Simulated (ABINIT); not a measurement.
ABINIT 10.0.3, DFT, PBE, plane waves, JTH v2.0 PBE PAW: zinc-blende InP, 2 atoms. Basis and mesh were picked for this test and aren't claimed converged.

```text
pseudos "In.GGA_PBE-JTH.xml, P.GGA_PBE-JTH.xml"
acell 3*1.0 Angstrom
rprim
   0.0000000000    2.9345000000    2.9345000000
   2.9345000000    0.0000000000    2.9345000000
   2.9345000000    2.9345000000    0.0000000000
natom 2
ntypat 2
znucl 49 15
typat
1 2
xred
   0.0000000000    0.0000000000    0.0000000000
   0.2500000000    0.2500000000    0.2500000000
ecut 15.0
pawecutdg 30.0
pawovlp -1
nband 16
ngkpt 10 10 10
nshiftk 1
shiftk 0 0 0
nstep 100
tolvrs 1e-09
chkprim 0
chksymtnons 0
chksymbreak 0
occopt 7
tsmear 0.002
diemac 12
prtwf 0
prtden 0
prteig 0
prtebands 0
timopt -2
paral_kgb 0
diemix 0.2
```

```bash
OMP_NUM_THREADS=1 mpirun -np 4 abinit run.abi
```

The program reports k-points after symmetry: 47, bands: 16, symmetry operations: 24.

Hardware: AMD EPYC (Zen 5), 96 cores on 1 socket, no SMT, 12 L3 cache groups; 94 cores' worth of CPU time may be used.

On 4 ranks this takes 12 s. Times are wall-clock medians of two to five runs, from launch to exit, with nothing else on the machine. Unless noted, each process is bound to its own block of adjacent cores. Build: conda-forge: MPICH, OpenBLAS, FFTW3, no OpenMP, no ScaLAPACK. Other compilers and libraries give other times. Scratch files lie in a memory file system.

Question: Speed this job up; the result has to stay within 1.0 meV/atom in energy, 0.050 GPa in pressure. Keep to 4 cores.

Answer: One answer among several that fit: going from diemix = 0.2 to diemix = 0.7 (default), one of the fastest of the measured ones that keep the result.

```diff
-diemix 0.2
```

Time: 12 s to 4.7 s (2.5× as fast). The largest move is in solving the bands at each k-point (vtowfk): 8.4 s to 3.0 s. Most of it follows the count of iterations, 32 against 10. These two results differ by: energy under 0.001 meV/atom, pressure equal as printed. Others tried: diemix = 1 (5.0 s).
